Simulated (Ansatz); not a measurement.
The reference is AlAu in the CsCl type structure (space group Pm-3m, No. 221; a = 3.1778 Å; a cell from a computed database, its experimental status unchecked).

Levels (all Ansatz, an electronic-structure program, PAW): PBEsol (420 eV, scalar-relativistic without spin-orbit coupling); PBEsol+SOC (420 eV, spin-orbit coupling included).

The geometry is relaxed with PBEsol.

- PBEsol pressure: 0.0 GPa

Task: Predict the pressure from PBEsol+SOC.

Result: The pressure goes from zero to -1.1 GPa.

Single points use the geometry relaxed with PBEsol. The spin-orbit shifts are approximate. Stability against distortions was not tested.
